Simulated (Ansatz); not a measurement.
Take InP in the zinc blende structure (space group F-43m, No. 216; a = 5.960 Å) as the base.

Level of theory: Ansatz (a quantum-chemistry and plane-wave program) PBE, no spin-orbit coupling.

Base values:

* **Width of the top valence band**: 2.69 eV
* **Band gap**: 0.44 eV
* **Gap character**: direct at Γ

Now apply this change: the cell is scaled by 0.9950 in all directions; the atoms relax in the strained cell.

### Question
What does the calculation give for the width of the top valence band, band gap and gap character after the change?

### Answer
The width of the top valence band rises by 0.064 eV to 2.76 eV; the band gap goes up by 0.08 eV (0.44 eV → 0.52 eV); the gap character stays direct at Γ.

No phonon test of stability was made.
